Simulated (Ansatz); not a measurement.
A self-consistent single point of Mo2Rh (Fmmm, 3 atoms in the cell) with Ansatz (a quantum-chemistry and plane-wave program)

Computed with LDA (PW92), default PAW files made with PBE (plane waves; Ansatz).

Input as run:

Ansatz 0.2 input:
```yaml
crystal:
  lattice:
    - [0.000000, 1.967829, 6.190179]
    - [1.869704, 0.000000, 6.190179]
    - [1.869704, 1.967829, 0.000000]
  atoms:
    - { symbol: Mo, position_ang: [1.869704, 1.967829, 4.216502] }
    - { symbol: Mo, position_ang: [1.869704, 1.967829, 8.163856] }
    - { symbol: Rh, position_ang: [0.000000, 0.000000, 0.000000] }
basis:
  ecutwfc: 420.0
kpoints:
  mp_grid: { grid: [12, 12, 12] }
hamiltonian:
  xc: lda
  pseudopotentials: { kind: paw }
scf:
  occupations: { method: gaussian, width: 0.1 }
output:
  forces: true
  eigenvalues: true
  stress: true
```

The program printed (abridged):

```
WARN ansatz: RAYON_NUM_THREADS=1 ignored (pool sized by the plan → 1); use --threads N
basis.fft_grid_basis auto: the FFT boxes are laid along the combinations [[1, -1, 0], [0, 1, 0], [0, 0, 1]] of the cell's own vectors, 2.714, 6.466 and 2.714 Å …
Pseudopotentials: kind: paw
Pseudopotential: Mo, paw, valence charge 14
Pseudopotential: Rh, paw, valence charge 17
Crystal: 3 atoms, lattice volume = 45.551 Å³
Basis set: ecut = 420 eV, 905 PW (Γ), FFT grids on a1−a2, a2, a3
Bands: 27, of which v1, the nominal top of the filled ones, is band 23 counted from 1 (22 counted from 0)
Symmetry: 8 space group operations
Space group: Fmmm (ITA 69), of the structure as read, at distance tolerance 3.6e-5 Å
k-points: 280 of 1728
PAW frozen core: Mo, regenerated for the run's functional, and the local potential with it
PAW frozen core: Rh, regenerated for the run's functional, and the local potential with it
Initial density: superposition of atomic densities (neutral atoms: chi_scale 0, normalization atom), corrected by the library's trained network
Initial wavefunctions: pseudopotential atomic-orbital guess
Eigensolver: davidson
Functional: x = slater, c = lda
SCF iter   1: F=—  HF=-15964.472348 eV  |F-HF|=—  |Δ(HF+E_count)|=         —  Δρ=1.47e-2  dr2=2.21e-1  ethr=1.77e-3  ⟨swp⟩=5.1  Hψ=27165  notcnv=0
all-band conjugate gradients solve this SCF's bands
preconditioner: auto → Kerker (q_TF=auto, 2.723 Å⁻¹)
SCF iter   2: F=—  HF=-15964.461016 eV  |F-HF|=—  |Δ(HF+E_count)|=   1.13e-2  Δρ=7.53e-3  dr2=7.62e-2  ethr=4.90e-4  ⟨swp⟩=1.0  Hψ=9800  notcnv=0
SCF iter   3: F=—  HF=-15964.453364 eV  |F-HF|=—  |Δ(HF+E_count)|=   7.65e-3  Δρ=1.14e-3  dr2=3.01e-3  ethr=1.69e-4  ⟨swp⟩=1.5  Hψ=7670  notcnv=0
SCF iter   4: F=—  HF=-15964.452978 eV  |F-HF|=—  |Δ(HF+E_count)|=   3.86e-4  Δρ=3.22e-4  dr2=5.66e-5  ethr=6.70e-6  ⟨swp⟩=2.1  Hψ=9939  notcnv=0
SCF iter   5: F=—  HF=-15964.452965 eV  |F-HF|=—  |Δ(HF+E_count)|=   1.36e-5  Δρ=8.68e-5  dr2=5.34e-6  ethr=1.26e-7  ⟨swp⟩=2.0  Hψ=10315  notcnv=0
SCF iter   6: F=—  HF=-15964.452963 eV  |F-HF|=—  |Δ(HF+E_count)|=   1.02e-6  Δρ=2.92e-5  dr2=2.40e-7  ethr=1.19e-8  ⟨swp⟩=2.0  Hψ=10180  notcnv=0
SCF iter   7: F=-15964.452963 eV  HF=-15964.452963 eV  |F-HF|=1.16e-8  |Δ(HF+E_count)|=   4.00e-8  Δρ=8.71e-6  dr2=1.90e-8  ethr=2.22e-10  ⟨swp⟩=5.4  Hψ=28184  notcnv=0
the search or the solves at the SCF's close seem to have found levels that the self-consistency loop had missed (the run counts 1) …
SCF 1 converged in 7 iterations: F = -15964.452963 eV  dr2 = 1.90e-8
SCF converged after 7 iterations
Free energy (F): -15964.452963 eV
Harris-Foulkes:  -15964.452963 eV  (|F-HF|=1.16e-8)
Internal energy: -15964.444420 eV  (E = F + TS)
E sigma→0 (E₀):  -15964.448692 eV
Entropy (-TS):   -0.008543 eV (-2.848 meV/atom)
Fermi energy:    20.838459 eV
--- Per-component energies (eV) ---
  E_band       = -223.895549
  E_kinetic    = 1454.261841
  E_local      = -3397.462545  (includes V_loc(G=0)·N_el)
  E_nonlocal   = 654.552495
  E_hartree    = 1183.996036
  E_xc         = -585.203535
  E_vxc        = -735.140682  (∫ρ·V_xc dr)
  E_paw        = -9642.031797  (= ΣΔE_a)
  E_vpaw       = -568.094122  (= ΣTr[D̂ρ^β])
  E_aug_tail   = 0.000813  (compensation charges beyond the density's cutoff)
  E_ewald      = -5634.125842
  E_core_change = 1.568115  (= ΣΔE_core)
  E_smearing   = -0.008543  (= −TS)
  E_closure    = -0.000000  (closes the sum)
  Σ components = -15964.452963   (vs F -15964.452963, Δ=0.00e0)
--- Forces (eV/Å), atoms counted from 1 ---
  atom   1  Mo     0.00000000     0.00000000     0.19228156
  atom   2  Mo     0.00000000     0.00000000    -0.19228156
  atom   3  Rh     0.00000000     0.00000000     0.00000000
  max |Σ_I F_I| component: 0.00e0 eV/Å
--- Stress (GPa, compression-positive) ---
      -12.398287       0.000000       0.000000
        0.000000     -13.836536       0.000000
        0.000000       0.000000     -14.291686
  P = ⅓ Tr σ = -13.5088 GPa (-135.088 kbar)
  The stress holds the Pulay correction. Without it, at fixed plane waves, as pw.x and ABINIT print it: P = -13.5490 GPa
--- Band table (eV; the first three rows and the last of 280) ---
  k-point 0: bands = ["-57.6653", "-40.2346", "-40.1456", "-25.6643", "-25.4372", "-25.4083", "-14.5644", "-14.0414", "-13.8693", "-13.8006", "-13.7288", "-13.6934", "13.4271", "15.4267", "15.8065", "15.9979", "16.8597", "18.5544", "18.5642", [...]
  k-point 1: bands = ["-57.6630", "-40.2251", "-40.1389", "-25.6619", "-25.4536", "-25.4148", "-14.5495", "-14.0571", "-13.9021", "-13.8142", "-13.7859", "-13.7039", "13.6327", "15.5563", "15.9273", "16.1630", "17.0124", "18.4900", "18.6890", [...]
  k-point 2: bands = ["-57.6567", "-40.1988", "-40.1210", "-25.6553", "-25.5170", "-25.4135", "-14.5116", "-14.1585", "-13.9814", "-13.9701", "-13.8015", "-13.6967", "14.2032", "15.7736", "16.3595", "16.4341", "17.5630", "18.2723", "18.8729", [...]
  k-point 279: bands = ["-57.6653", "-40.2358", "-40.1444", "-25.6645", "-25.4372", "-25.4083", "-14.5346", "-14.0731", "-13.8656", "-13.7988", "-13.7325", "-13.6952", "14.4651", "14.9164", "15.1339", "15.6054", "17.6993", "17.8710", "18.7999", [...]
```

The run converged in 7 iterations.

The starting cell comes from a database of computed structures (which also holds hypothetical and non-ambient phases and stackings), without a prior relaxation at this level. Its lattice was rescaled by up to half a per cent. Spin polarisation is off. With a pressure of about -14 GPa the cell is away from its equilibrium volume at this level. Ansatz's pressure includes its estimate of the finite-basis (Pulay) stress.
